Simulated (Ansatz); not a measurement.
Ni2Si, response to strain

The reference is Ni2Si (space group Pnma, No. 62; a = 5.0210 Å, b = 3.7309 Å, c = 7.0762 Å; non-magnetic). Axes: x, y, z lie along a, b, c of the conventional cell.

Strains are applied to the cell and any free atomic positions relax; under biaxial strain the out-of-plane vector relaxes too; under stress the whole cell relaxes.

Calculations: PBE (Ansatz, an electronic-structure program; PAW; 420 eV plane waves; spin-orbit coupling left out), earlier PAW set.

Notes on the quantities. energy relative to the base: free energy F; pressure: mean of the normal stresses, compression positive.

| change | energy relative to the base | pressure | shortest interatomic distance |
|---|---|---|---|
| base | 0 meV/atom | 0.0 GPa | 2.311 Å |
| biaxial strain −1.88 %, plane normal [001], relaxed out of plane | – | 3.7 GPa | 2.304 Å |
| uniaxial strain ε_xx = +1.06 % | +0.8 meV/atom | -1.7 GPa | 2.309 Å |
| uniaxial strain ε_xx = +2.20 % | +3.4 meV/atom | -3.4 GPa | 2.307 Å |
| uniaxial stress, 2 GPa compression along z | (withheld) | – | (withheld) |

Task: What belongs in the blanks?

Result: 
- uniaxial stress, 2 GPa compression along z, energy relative to the base: +0.6 meV/atom
- uniaxial stress, 2 GPa compression along z, shortest interatomic distance: 2.294 Å

Without a gap, meshes like the base's 8×10×6 leave anisotropic stresses uncertain by several tenths of a GPa, and small strain energies with them. Stability under load was not tested beyond the relaxation. Starting moments died away, wholly or in part, for the base; another magnetic solution may exist. All final runs are without spin polarisation.
